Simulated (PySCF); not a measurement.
PySCF 2.14.0, M06-2X/def2-tzvp, df: Al(OH)3 ([OH][Al]([OH])[OH]), 7 atoms. The geometry is a generated start, not checked to be a minimum at this level.

```
Item                                          Result
-------------------------------  -------------------
task                             energy and gradient
method                                        m06-2x
basis                                      def2-tzvp
two-electron scheme                  density fitting
mol.max_memory                               7000 MB
mf.init_guess                        minao (default)
mf.DIIS                              CDIIS (default)
mf.diis_space                            8 (default)
mf.conv_tol                          1e-09 (default)
basis functions (reference run)                  148
grid points (reference run)                   588904
```

```xyz
7

Al     0.0044    -0.0072    -0.0001
O     -1.0832    -1.2623     0.0877
H     -1.9333    -1.4124    -0.3038
O     -0.3433     1.3175    -0.9362
H      0.0944     2.1301    -1.1518
O      1.4230    -0.0796     0.8535
H      1.8380    -0.6861     1.4507
```

Differences are taken against the run with mf.grids.level = 8; no run here is proven converged. One run each, on a shared machine, so no times are given.

Measured:

| setting | grid points | energy against the reference | difference in forces (largest component) |
|---|---|---|---|
| the reference | 588904 | — | — |
| mf.grids.level = 6 | 353496 | −0.0088 meV/atom | 0.55 meV/Å |
| mf.grids.level = 5 | 242608 | under 0.001 meV/atom | 1.2 meV/Å |
| mf.grids.level = 4 | 160600 | −0.0083 meV/atom | 3.1 meV/Å |
| mf.grids.level = 3 (default) | 90856 | −0.031 meV/atom | 4.6 meV/Å |
| mf.grids.level = 2 | 61632 | +0.24 meV/atom | 20 meV/Å |
| mf.grids.level = 1 | 29312 | −0.23 meV/atom | 140 meV/Å |

### Question
How far does the result lie from the reference with mf.grids.level = 0?

### Answer
grid points: 6744; energy against the reference: +180 meV/atom; difference in forces (largest component): 1500 meV/Å. Total energies are compared; such shifts often cancel in part in energy differences. The gradients leave out the derivatives of the grid weights.
